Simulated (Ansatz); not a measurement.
The parent structure is CsBr in the zinc blende structure (space group F-43m, No. 216; a hypothetical phase, not in the database extracts checked).

```cif
data_BrCs
_chemical_formula_sum 'Br1 Cs1'
_space_group_name_H-M_alt 'P 1'
_space_group_IT_number 1
_cell_length_a 5.79332
_cell_length_b 5.79332
_cell_length_c 5.79332
_cell_angle_alpha 60.000
_cell_angle_beta 60.000
_cell_angle_gamma 60.000
loop_
_space_group_symop_operation_xyz
  'x, y, z'
loop_
_atom_site_label
_atom_site_type_symbol
_atom_site_fract_x
_atom_site_fract_y
_atom_site_fract_z
_atom_site_occupancy
Br1 Br 0.75000 0.75000 0.75000 1
Cs1 Cs 0.00000 0.00000 0.00000 1
```

All numbers come from Ansatz (a first-principles code), PBE, PAW, cutoff 420 eV, no spin-orbit coupling.

Base values:

- Smallest direct gap = 4.15 eV
- Pressure = 0.00 GPa
- Electron mass = 0.51 mₑ (at Γ)
- Gap character = indirect, W → Γ
- Width of the top valence band = 0.18 eV

The change: the cell is scaled by 1.0427 in all directions; the atoms relax in the strained cell.

Q: Estimate the effect on the smallest direct gap.

A: The smallest direct gap decreases by 0.23 eV (4.15 eV → 3.92 eV).

Q: Predict the new pressure.

A: The pressure goes from zero to -0.64 GPa.

Q: Predict the new electron mass.

A: The electron mass becomes 0.53 mₑ (at Γ) (base: 0.51 mₑ (at Γ)).

Q: What happens to the gap character?

A: The gap character remains indirect, W → Γ.

Q: What does the calculation give for the width of the top valence band after the change?

A: The width of the top valence band decreases by 0.07 eV (0.18 eV → 0.11 eV).

Masses are band curvatures over ±0.01 Å⁻¹ around the edge. Whether these cells are dynamically stable was not tested.
